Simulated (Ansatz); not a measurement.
Take Si in the diamond structure (space group Fd-3m, No. 227) as the base.

```yaml
crystal:
  lattice:
    - [0.00000, 2.72216, 2.72216]
    - [2.72216, 0.00000, 2.72216]
    - [2.72216, 2.72216, 0.00000]
  atoms:
    - { symbol: Si, position: [0.00000, 0.00000, 0.00000] }
    - { symbol: Si, position: [0.25000, 0.25000, 0.25000] }
```

The values are results of r2SCAN (Ansatz, a first-principles code; PAW; 500 eV plane waves; without spin-orbit coupling), not measurements.

Base values:

```
Property              Result
-------------------  -------
Smallest direct gap  2.74 eV
Band gap             0.78 eV
```

It is then changed as follows: an isotropic linear strain of +2.50 %; the atoms relax in the strained cell.

Q: Estimate the effect on the smallest direct gap.

A: The smallest direct gap drops by 0.04 eV (2.74 eV → 2.70 eV).

Q: Predict the new band gap.

A: The band gap rises by 0.117 eV, from 0.78 eV to 0.89 eV.

Q: Estimate the effect on the energy relative to the base.

A: The energy grows by 32 meV/atom.

No phonon test of stability was made.
